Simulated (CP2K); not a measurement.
A self-consistent single point of NaLiICl (P1, 4 atoms in the cell) with CP2K.

Level of theory: LDA (Pade form), GPW, DZVP-MOLOPT-SR-GTH basis, GTH-PADE potentials (GTH_POTENTIALS) in CP2K.

The change in words: lattice scaled by 0.98. Reference geometry:
```xyz
4
Lattice="4.0916 0.0000 0.0000 0.0000 4.0916 0.0000 0.0000 0.0000 6.2153" Properties=species:S:1:pos:R:3 pbc="T T T"
Na     2.0186     1.9642     3.1772
Li     0.0072     0.0754    -0.0231
I      2.0327     1.9616    -0.0324
Cl     0.0332     0.0905     3.0935
```

Reference input (self-consistent single point, DFT LDA (Pade form), GPW, DZVP-MOLOPT-SR-GTH basis, GTH-PADE potentials (GTH_POTENTIALS)): CUTOFF = 950 Ry; REL_CUTOFF = 60 Ry; SMEAR/METHOD = FERMI_DIRAC; ELECTRONIC_TEMPERATURE = 116.05 K; KPOINTS/SCHEME = MONKHORST-PACK 4 4 3; GAMMA_CENTERED = T; XC_FUNCTIONAL = PADE; Na/BASIS_SET = DZVP-MOLOPT-SR-GTH-q9; Na/POTENTIAL = GTH-PADE-q9; Li/BASIS_SET = DZVP-MOLOPT-SR-GTH-q3; Li/POTENTIAL = GTH-PADE-q3; I/BASIS_SET = DZVP-MOLOPT-SR-GTH-q7. This run's input differs from it in these lines:

```diff
@@ -64,5 +64,5 @@
     &CELL
-      A 4.09164000 0.00000000 0.00000000
-      B 0.00000000 4.09164000 0.00000000
-      C 0.00000000 0.00000000 6.21534000
+      A 4.00980700 0.00000000 0.00000000
+      B 0.00000000 4.00980700 0.00000000
+      C 0.00000000 0.00000000 6.09103300
       PERIODIC XYZ
```

Log, with long lists cut:

```
 SCF WAVEFUNCTION OPTIMIZATION

  Step     Update method      Time    Convergence         Total energy    Change
     1 NoMix/Diag. 0.30E+00      -     1.95321591       -81.8505196854 -8.19E+01
     2 Broy./Diag. 0.30E+00      -     0.01635762       -81.3006824508  5.50E-01
     3 Broy./Diag. 0.30E+00      -     0.06587842       -81.6619359234 -3.61E-01
     4 Broy./Diag. 0.30E+00      -     0.00895828       -81.8665927678 -2.05E-01
     5 Broy./Diag. 0.30E+00      -     0.00529921       -81.8181010641  4.85E-02
     6 Broy./Diag. 0.30E+00      -     0.00345701       -81.8239319871 -5.83E-03
   [... 8 lines left out ...]
    15 Broy./Diag. 0.30E+00      -     0.00002219       -81.8143421735 -1.75E-05
    16 Broy./Diag. 0.30E+00      -     0.00000282       -81.8143167917  2.54E-05
    17 Broy./Diag. 0.30E+00      -     0.00000457       -81.8142712793  4.55E-05
    18 Broy./Diag. 0.30E+00      -     0.00000049       -81.8142647958  6.48E-06
  *** SCF run converged in    18 steps ***

  Overlap energy of the core charge distribution:               0.00000000000060
  Self energy of the core charge distribution:               -191.68685119073771
  Core Hamiltonian energy:                                     47.09798511630466
  Hartree energy:                                              76.67103764639502
  Exchange-correlation energy:                                -13.89643636776976
  Electronic entropic energy:                                  -0.00000000000000
  Fermi energy:                                                 0.17569737483490

  Total energy:                                               -81.81426479580720
  Total energy (extrapolated to T->0):                        -81.81426479580720

                     Mulliken Population Analysis

   [... lines left out ...]

 STRESS| Analytical stress tensor [bar]
 STRESS|                        x                   y                   z
 STRESS|      x       -1.29258224093E+03   2.45193904575E+03   1.94729808511E+02
 STRESS|      y        2.45193904575E+03  -2.91213939306E+03   4.15976191126E+02
 STRESS|      z        1.94729808511E+02   4.15976191126E+02  -1.20794920597E+04
 STRESS| 1/3 Trace                                            -5.42807123123E+03
```

The run converged in 18 iterations. Against the reference run the free energy goes down by 11.5 meV/atom, the pressure goes from -1.79 to -0.54 GPa, the largest force goes from 0.328 to 0.393 eV/Å and the gap on the mesh goes from 3.890 to 4.051 eV.

The starting cell comes from a database of computed structures (which also holds hypothetical and non-ambient phases and stackings), without a prior relaxation at this level. Its atoms were displaced at random from the sites of space group no. 123. For this run, on top of that: lattice scaled by 0.98. Spin-orbit coupling is off. Values carry the incompleteness of an atom-centred basis.
